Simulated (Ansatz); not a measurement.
Start from Mg2Sn (space group Fm-3m, No. 225; relaxed with 0.1 eV smearing).

```
CELL_PARAMETERS angstrom
      0.00000     3.37356     3.37356
      3.37356     0.00000     3.37356
      3.37356     3.37356     0.00000
ATOMIC_POSITIONS crystal
  Mg 0.25000 0.25000 0.25000
  Mg 0.75000 0.75000 0.75000
  Sn 0.00000 0.00000 0.00000
```

Calculations: PBEsol (Ansatz, a program for electronic structure; PAW; 420 eV plane waves; no SOC).

Strains are applied to the cell and any free atomic positions relax.

One change was made to it. Results:

The pressure goes from zero to -1.2 GPa; the energy grows by 3.0 meV/atom.

Q: Which of these changes matches the shifts?
(A) isotropic strain −0.50 %
(B) isotropic strain −2.50 %
(C) isotropic strain +1.00 %
(D) isotropic strain +1.50 %
(E) isotropic strain +0.50 %

A: C, isotropic strain +1.00 %. For comparison, the energy relative to the base in the other runs: isotropic strain −0.50 % gives +0.8 meV/atom; isotropic strain +0.50 % gives +0.8 meV/atom; isotropic strain −2.50 % gives +21 meV/atom; isotropic strain +1.50 % gives +6.7 meV/atom.

Whether these cells are dynamically stable was not tested.
